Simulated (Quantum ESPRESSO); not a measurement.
Input and output of a self-consistent single point for Ir3Os (Pm-3m, 4 atoms in the cell) (Quantum ESPRESSO).

Level of theory: PBEsol, SSSP 1.1.2 efficiency (PBE) pseudopotentials (plane waves; Quantum ESPRESSO 7.5).

The change in words: lattice scaled by 0.98. Reference geometry:
```
Ir3Os
1.0
    3.84807     0.00000     0.00000
    0.00000     3.84807     0.00000
    0.00000     0.00000     3.84807
Os Ir
1 3
Direct
  0.00000   0.00000   0.00000
  0.00000   0.50000   0.50000
  0.50000   0.00000   0.50000
  0.50000   0.50000   0.00000
```

Reference input (self-consistent single point, DFT, PBEsol, plane waves, SSSP 1.1.2 efficiency (PBE) pseudopotentials): ecutwfc = 40 Ry; ecutrho = 320 Ry; occupations = smearing; smearing = fermi-dirac; degauss = 0.0073499 Ry; input_dft = pbesol; potentials = {Os: Os_pbe_v1.2.uspp.F.UPF, Ir: Ir_pbe_v1.2.uspp.F.UPF}; K_POINTS = automatic 11 11 11 0 0 0; conv_thr = 1e-11 Ry. This run's input differs from it in these lines:

```diff
@@ -26,5 +26,5 @@
 CELL_PARAMETERS angstrom
-   3.8480700000     0.0000000000     0.0000000000
-   0.0000000000     3.8480700000     0.0000000000
-   0.0000000000     0.0000000000     3.8480700000
+   3.7711090000     0.0000000000     0.0000000000
+   0.0000000000     3.7711090000     0.0000000000
+   0.0000000000     0.0000000000     3.7711090000
 ATOMIC_POSITIONS crystal
```

Log, with long lists cut:

```
     Self-consistent Calculation

     iteration #  1     ecut=    40.00 Ry     beta= 0.70

     negative rho (up, down):  1.004E+00 0.000E+00

     total energy              =    -740.51375544 Ry
     estimated scf accuracy    <       4.23028971 Ry

     iteration #  2     ecut=    40.00 Ry     beta= 0.70

     negative rho (up, down):  1.087E+00 0.000E+00

     total energy              =    -739.84811726 Ry
     estimated scf accuracy    <      20.27829319 Ry

     iteration #  3     ecut=    40.00 Ry     beta= 0.70

     negative rho (up, down):  1.074E+00 0.000E+00

     total energy              =    -742.52495630 Ry
     estimated scf accuracy    <       0.57930211 Ry

   [... 7 blocks of this kind left out ...]

     iteration # 11     ecut=    40.00 Ry     beta= 0.70

     negative rho (up, down):  1.070E+00 0.000E+00

     total energy              =    -742.61859905 Ry
     estimated scf accuracy    <          1.1E-10 Ry

     iteration # 12     ecut=    40.00 Ry     beta= 0.70

     negative rho (up, down):  1.070E+00 0.000E+00
     End of self-consistent calculation

     the Fermi energy is    26.8419 ev

!    total energy              =    -742.61859906 Ry
     estimated scf accuracy    <          9.9E-13 Ry
     smearing contrib. (-TS)   =      -0.00770523 Ry
     internal energy E=F+TS    =    -742.61089382 Ry

     convergence has been achieved in  12 iterations

     negative rho (up, down):  1.070E+00 0.000E+00

     Forces acting on atoms (cartesian axes, Ry/au):

     atom    1 type  1   force =     0.00000000    0.00000000    0.00000000
   [... zero for the other atoms too ...]

     Total force =     0.000000     Total SCF correction =     0.000000

     negative rho (up, down):  1.070E+00 0.000E+00
          total   stress  (Ry/bohr**3)                   (kbar)     P=      191.94
   0.00130479   0.00000000   0.00000000          191.94        0.00        0.00
   0.00000000   0.00130479   0.00000000            0.00      191.94        0.00
   0.00000000   0.00000000   0.00130479            0.00        0.00      191.94

   JOB DONE.
```

The run converged in 12 iterations. Against the reference run the free energy rises by 33.5 meV/atom and the pressure goes from -6.65 to 19.19 GPa.

The starting cell comes from a database of computed structures (which also holds hypothetical and non-ambient phases and stackings), without a prior relaxation at this level. For this run, on top of that: lattice scaled by 0.98. Spin polarisation is off. With a pressure of about 19 GPa the cell is away from its equilibrium volume at this level.

Cost on one core of a shared machine: roughly 60 s.
